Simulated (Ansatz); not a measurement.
# Hypothetical diamond Sr under a change: isotropic strain −3.85 %

Base system: Sr in the diamond structure (space group Fd-3m, No. 227; a = 9.610 Å; a hypothetical phase, not in the database extracts checked; relaxed with 0.1 eV smearing).

Modification: every lattice vector is shortened by 3.85 %, atoms relaxed at fixed cell.

The values are results of PBE/PAW in Ansatz (an electronic-structure program), spin-orbit coupling left out, not measurements. Settings: 11×11×11 k-points, 0.1 eV Fermi–Dirac smearing.

```csv
quantity,base,changed,shift
volume per atom,110.95 Å³,98.62 Å³,-12.33 Å³
space group,Fd-3m (No. 227),Fd-3m (No. 227),–
shortest interatomic distance,4.161 Å,4.001 Å,-0.160 Å
energy relative to the base (free energy F),0 meV/atom,+13 meV/atom,+13 meV/atom
pressure,0.0 GPa,0.4 GPa,+0.4 GPa
band gap,zero,zero,–
```

No phonon test of stability was made.
